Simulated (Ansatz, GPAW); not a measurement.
An Ansatz (an electronic-structure program) input for a self-consistent single point of CoH (Fm-3m, 2 atoms in the cell) (DFT, PBEsol, plane waves, default PAW files made with PBE):

Ansatz 0.2 input:
```yaml
crystal:
  lattice:
    - [0.00000000, 1.84296000, 1.84296000]
    - [1.84296000, 0.00000000, 1.84296000]
    - [1.84296000, 1.84296000, 0.00000000]
  atoms:
    - { symbol: Co, position: [0.00000000, 0.00000000, 0.00000000], spin: 3.0 }
    - { symbol: H, position: [0.50000000, 0.50000000, 0.50000000] }
kpoints:
  mp_grid: { grid: [15, 15, 15] }
hamiltonian:
  xc: pbesol
  pseudopotentials: { kind: paw }
magnetization:
  spin_polarized: true
scf:
  occupations: { method: gaussian, width: 0.2 eV }
output:
  forces: true
  eigenvalues: true
  stress: true
```

Q: Translate this input to GPAW.

A: One input that does it (others would too):

```python
from ase import Atoms
from ase.units import GPa
from gpaw import GPAW, PW

atoms = Atoms(['Co', 'H'],
              cell=[[0.000000, 1.842960, 1.842960],
                    [1.842960, 0.000000, 1.842960],
                    [1.842960, 1.842960, 0.000000]],
              positions=[[0.000000, 0.000000, 0.000000],
                         [1.842960, 1.842960, 1.842960]],
              pbc=True)

atoms.set_initial_magnetic_moments([3.0, 0.0])

calc = GPAW(spinpol=True,
            mode=PW(800),
            xc='PBEsol',
            kpts=(15, 15, 15),
            occupations={'name': 'methfessel-paxton', 'width': 0.2, 'order': 0},
            nbands=-8,
            convergence={'forces': 0.001},
            symmetry={'symmorphic': False, 'tolerance': 0.0005},
            maxiter=100,
            txt='-')

atoms.calc = calc

energy = atoms.get_potential_energy()
print('Energy (eV):', round(energy, 6))
forces = atoms.get_forces()
print('Forces (eV/Ang):')
print(forces.round(5))
stress = atoms.get_stress()
print('Stress (GPa, Voigt):', (stress / GPa).round(4))
```

Basis, cutoffs, solver keys and any potentials are the target program's own. This input uses DFT PBEsol, plane waves, GPAW PAW datasets PBEsol (made by gpaw-setup). Both were run: pressure -6.63 GPa in Ansatz and -4.76 in GPAW; size of the net moment 0.58 μB/atom in Ansatz and 0.58 in GPAW. Ansatz's pressure is the one without its finite-basis correction.

On GPAW: the starting cell comes from a database of computed structures (which also holds hypothetical and non-ambient phases and stackings), without a prior relaxation at this level. With one magnetic atom in the cell only a parallel order is possible. With a pressure of about -5 GPa the cell is away from its equilibrium volume at this level.

On Ansatz: the starting cell comes from a database of computed structures (which also holds hypothetical and non-ambient phases and stackings), without a prior relaxation at this level. With one magnetic atom in the cell only a parallel order is possible. With a pressure of about -6 GPa the cell is away from its equilibrium volume at this level.
